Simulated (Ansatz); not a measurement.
Pressure series in BeSe

Base system: BeSe in the zinc blende structure (space group F-43m, No. 216; a = 5.178 Å).

Cell and atoms are relaxed at each pressure.

Calculations: PBE, PAW, 420 eV (Ansatz, a program for electronic structure; without spin-orbit coupling).

```
variant            band gap  width of the top valence band  volume per atom
-----------------  --------  -----------------------------  ---------------
base                2.67 eV                        3.20 eV         17.35 Å³
pressure −2 GPa     2.73 eV                        3.07 eV         17.84 Å³
pressure −1 GPa     2.70 eV                        3.14 eV         17.59 Å³
pressure 0.9 GPa    2.65 eV                        3.25 eV         17.15 Å³
pressure 2.1 GPa    2.62 eV                        3.32 eV         16.90 Å³
pressure 4.5 GPa    2.56 eV                        3.46 eV         16.44 Å³
pressure 9 GPa      2.45 eV                        3.69 eV         15.72 Å³
pressure 15 GPa     2.32 eV                        3.96 eV         14.94 Å³
pressure 22.5 GPa   2.17 eV                        4.27 eV         14.17 Å³
pressure 30 GPa     2.03 eV                        4.55 eV         13.55 Å³
```

Load acts through the strain it causes; cell and atoms are relaxed under it. Stability against distortions was not tested. No other phases were tried under pressure.
